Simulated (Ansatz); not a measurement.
Band structure of HfCuSi₂ (P4/nmm, 8 atoms in the cell).

```
HfCuSi2
1.0
    3.66138     0.00000     0.00000
    0.00000     3.66138     0.00000
    0.00000     0.00000     8.96353
Hf Si Cu
2 4 2
Direct
  0.00000   0.50000   0.26585
  0.50000   0.00000   0.73415
  0.50000   0.50000   0.50000
  0.00000   0.00000   0.50000
  0.50000   0.00000   0.17018
  0.00000   0.50000   0.82982
  0.00000   0.00000   0.00000
  0.50000   0.50000   0.00000
```

Method: PBEsol, PAW files made with PBE (plane waves; Ansatz, a quantum-chemistry and plane-wave program).

Settings: basis.ecutwfc = 420 eV; kpoints.mp_grid.grid = 8 8 3; hamiltonian.xc = pbesol; hamiltonian.pseudopotentials = {kind: paw} (the program's default PAW files); scf.occupations.method = fermi_dirac; scf.occupations.width = 0.136 eV; kpoints.band_path.npoints = 8.

The starting cell comes from a database of computed structures (which also holds hypothetical and non-ambient phases and stackings), without a prior relaxation at this level. Spin-orbit coupling is off. Spin polarisation is off.

Levels in eV from the Fermi level, bands 49 to 56:
```csv
point,49,50,51,52,53,54,55,56
Γ,-1.80,-1.03,-1.03,-0.77,1.39,1.39,1.42,2.40
X,-1.20,-1.20,-0.98,-0.98,0.06,0.06,1.34,1.34
M,-2.86,-2.86,-1.70,-1.70,-1.58,-1.58,3.49,3.49
Z,-1.41,-1.26,-1.26,-1.25,1.24,1.77,1.77,2.27
R,-1.11,-1.11,-0.36,-0.36,0.39,0.39,1.93,1.93
A,-2.23,-2.23,-1.71,-1.71,-1.58,-1.58,1.94,1.94
```

Bands cross the Fermi level along this path, so the cell is metallic at this level.

Keys are those of Ansatz 0.2.
